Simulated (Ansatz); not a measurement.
By PBEsol, each system below comes out a metal.

G/A = (e²/h) × open channels of both spins per area, as a mean over 0.1 eV about the Fermi level, without spin-orbit coupling, for the cells as given.

A. Mo (Im-3m, bcc (W type), 1 atom a cell, 15.9 Å³ an atom, -9 GPa at this level), current normal to (110)
B. IrO2 (P4_2/mnm, rutile, 6 atoms a cell, 10.7 Å³ an atom, -6 GPa at this level), current normal to (100)
C. W (Im-3m, bcc (W type), 1 atom a cell, 15.9 Å³ an atom, -5 GPa at this level), current normal to (111)

Question: Rank these by ballistic conductance per area (lowest first), as PBEsol run with Ansatz (a program for electronic structure) gives it.

Answer: B (0.68 × 10¹⁵ S/m²), C (0.92 × 10¹⁵ S/m²), A (1.2 × 10¹⁵ S/m²)
